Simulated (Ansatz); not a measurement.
Seebeck coefficient (μV/K, mean over directions) of p-type monolayer TiS₂ against carrier density, HSE06, rigid bands run with Ansatz (an electronic-structure program). Computed gap 0.75 eV; densities at which minority carriers matter at this gap, or further valleys turn the trend, are left out. Conductivity mass 0.199 mₑ (harmonic mean over directions), N_v = 4.1e12 cm⁻² at 300 K.

| hole density | 300 K | 500 K |
|---|---|---|
| 1.9e11 cm⁻² | 437 | 482 |
| 5.6e11 cm⁻² | ___ | 387 |
| 1.9e12 cm⁻² | 239 | ___ |
| 5.6e12 cm⁻² | 147 | 190 |
| 1.9e13 cm⁻² | 61 | 95 |
| 5.6e13 cm⁻² | ___ | 37 |
| 1.9e14 cm⁻² | 8 | 13 |

**Question.** What belongs in the gaps?

**Answer.** 
- 5.6e11 cm⁻², 300 K: 342
- 1.9e12 cm⁻², 500 K: 284
- 5.6e13 cm⁻², 300 K: 22

Rigid bands with a gap fixed in temperature, one relaxation time for all states, no polarons or phonon drag, and whether or not such doping can be reached. Spin-orbit coupling is left out; where it splits the top of the valence band, N_v and the p-type Seebeck coefficient come out somewhat high without it. Geometry: cell and atoms relaxed with PBE.
